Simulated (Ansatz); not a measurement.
**CsCl-type NaF (model structure): equilibrium lattice constant a by level of theory**

No measured value is used here.

```tsv
level (code)	value (Å)
LDA (Ansatz)	___
PBE (Ansatz)	2.865
PBEsol (Ansatz)	2.817
r²SCAN (Ansatz)	2.794
HSE06 (Ansatz)	2.823
```

**Question.** Fill in the missing entries.

**Answer.** 
- LDA (Ansatz, a first-principles code), value (Å): 2.738

K meshes differ between the levels. Ansatz's density-functional and Hartree–Fock values are scalar-relativistic unless marked +SOC, with PAW data made under PBE.

A model structure was made by putting elements into a prototype or built by hand; it is no filed structure, need not be a known phase, and can be a saddle point held by its symmetry.
